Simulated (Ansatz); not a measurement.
An Ansatz (a first-principles code) input for (Bi,La)2O2Se alloy cell Bi3LaO4Se2 (Bi2O2Se type start):

Ansatz 0.2 input:
```yaml
crystal:
  lattice:
    - [1.97856047, -1.977680599, -6.239348811]
    - [0.000703025, -7.910449659, 0.000119919]
    - [-7.90545298, 0.000701952, 0.002541962]
  atoms:
    - { symbol: Bi, position: [0.29537307, 0.67633442, 0.322749749] }
    - { symbol: Bi, position: [0.301799709, 0.675622251, 0.825498528] }
    - { symbol: Bi, position: [0.307322597, 0.172319475, 0.326933777] }
    - { symbol: La, position: [0.281202848, 0.180100849, 0.821531706] }
    - { symbol: Bi, position: [0.698200291, 0.824377749, 0.174501472] }
    - { symbol: Bi, position: [0.70462693, 0.82366558, 0.677250251] }
    - { symbol: La, position: [0.718797152, 0.319899151, 0.178468294] }
    - { symbol: Bi, position: [0.692677403, 0.327680525, 0.673066223] }
    - { symbol: Se, position: [-0.002903928, 0.497845549, 0.499200119] }
    - { symbol: Se, position: [0.003471487, 0.496949959, 0.001430132] }
    - { symbol: Se, position: [0.002903928, 0.002154451, 0.500799881] }
    - { symbol: Se, position: [-0.003471487, 0.003050041, -0.001430132] }
    - { symbol: O, position: [0.497216226, 0.629935159, 0.125625244] }
    - { symbol: O, position: [0.498232619, 0.627642612, 0.623153487] }
    - { symbol: O, position: [0.501889277, 0.120390768, 0.128900469] }
    - { symbol: O, position: [0.50279049, 0.122210916, 0.622155747] }
    - { symbol: O, position: [0.49720951, 0.377789084, 0.377844253] }
    - { symbol: O, position: [0.498110723, 0.379609232, 0.871099531] }
    - { symbol: O, position: [0.501767381, 0.872357388, 0.376846513] }
    - { symbol: O, position: [0.502783774, 0.870064841, 0.874374756] }
basis:
  ecutwfc: 420
  ecutrho_ratio: 4
  xc_grid: 2
kpoints:
  mp_grid: { grid: [4, 3, 3] }
hamiltonian:
  xc: pbe
  dispersion: none
  pseudopotentials: { kind: paw }
scf:
  n_extra_bands: 36
  occupations: { method: fermi_dirac, width: 0.01 }
output:
  eigenstates:
    kpoints:
      - [0.0, 0.0, 0.0]
      - [-0.5, 0.0, 0.0]
    e_range: [-5, 6]
    localisation: true
  eigenvalues: true
magnetization:
  noncollinear: true
  spin_orbit: true
```

Calculation: PBE with spin-orbit coupling (plane waves to 420 eV, PAW; Ansatz).  Its k-point mesh 4×3×3, Fermi–Dirac width 0.01 eV.

**Question.** Write the closing report of this run, without the band table and long remarks, to eight decimals at most.

**Answer.** 
```
SCF converged after 15 iterations
Magnetization: |M| = 0.0000 μB,  M = (+0.0000, +0.0000, +0.0000) μB
Absolute magnetization: 0.0000 μB (∫|m|)
  site 0: m = (+0.0000, +0.0000, +0.0000) μB, |m| = 0.0000 μB  (R = 0.96 Å)
  site 1: m = (+0.0000, +0.0000, +0.0000) μB, |m| = 0.0000 μB  (R = 0.95 Å)
  site 2: m = (+0.0000, +0.0000, +0.0000) μB, |m| = 0.0000 μB  (R = 0.95 Å)
  site 3: m = (+0.0000, +0.0000, +0.0000) μB, |m| = 0.0000 μB  (R = 1.00 Å)
  site 4: m = (+0.0000, +0.0000, +0.0000) μB, |m| = 0.0000 μB  (R = 0.95 Å)
  site 5: m = (+0.0000, +0.0000, +0.0000) μB, |m| = 0.0000 μB  (R = 0.96 Å)
  site 6: m = (+0.0000, +0.0000, +0.0000) μB, |m| = 0.0000 μB  (R = 1.00 Å)
  site 7: m = (+0.0000, +0.0000, +0.0000) μB, |m| = 0.0000 μB  (R = 0.95 Å)
  site 8: m = (+0.0000, +0.0000, +0.0000) μB, |m| = 0.0000 μB  (R = 1.35 Å)
  site 9: m = (+0.0000, +0.0000, +0.0000) μB, |m| = 0.0000 μB  (R = 1.35 Å)
  site 10: m = (+0.0000, +0.0000, +0.0000) μB, |m| = 0.0000 μB  (R = 1.35 Å)
  site 11: m = (+0.0000, +0.0000, +0.0000) μB, |m| = 0.0000 μB  (R = 1.35 Å)
  site 12: m = (+0.0000, +0.0000, +0.0000) μB, |m| = 0.0000 μB  (R = 0.95 Å)
  site 13: m = (+0.0000, +0.0000, +0.0000) μB, |m| = 0.0000 μB  (R = 0.96 Å)
  site 14: m = (+0.0000, +0.0000, +0.0000) μB, |m| = 0.0000 μB  (R = 0.95 Å)
  site 15: m = (+0.0000, +0.0000, +0.0000) μB, |m| = 0.0000 μB  (R = 0.95 Å)
  site 16: m = (+0.0000, +0.0000, +0.0000) μB, |m| = 0.0000 μB  (R = 0.95 Å)
  site 17: m = (+0.0000, +0.0000, +0.0000) μB, |m| = 0.0000 μB  (R = 0.95 Å)
  site 18: m = (+0.0000, +0.0000, +0.0000) μB, |m| = 0.0000 μB  (R = 0.96 Å)
  site 19: m = (+0.0000, +0.0000, +0.0000) μB, |m| = 0.0000 μB  (R = 0.95 Å)
Free energy (F): -113565.308599 eV
Harris-Foulkes:  -113565.308599 eV  (|F-HF|=9.46e-10)
Internal energy: -113565.308599 eV  (E = F + TS)
E sigma→0 (E₀):  -113565.308599 eV
Fermi energy:    10.843868 eV
--- Per-component energies (eV) ---
  E_band       = -1899.786676
  E_kinetic    = 4068.547016
  E_local      = -20977.789773  (includes V_loc(G=0)·N_el)
  E_nonlocal   = 1581.470923
  E_hartree    = 8503.097072
  E_xc         = -2202.638658
  E_vxc        = -2315.840718  (∫ρ·V_xc dr)
  E_paw        = -83988.035770  (= ΣΔE_a)
  E_vpaw       = -1262.383989  (= ΣTr[D̂ρ^β])
  E_aug_tail   = 0.015098  (compensation charges beyond the density's cutoff)
  E_ewald      = -20549.974508
  E_smearing   = 0.000000  (= −TS)
  E_closure    = 0.000000  (closes the sum)
  Σ components = -113565.308599   (vs F -113565.308599, Δ=0.00e0)
```

Cost: around 14 core-minutes (rough).
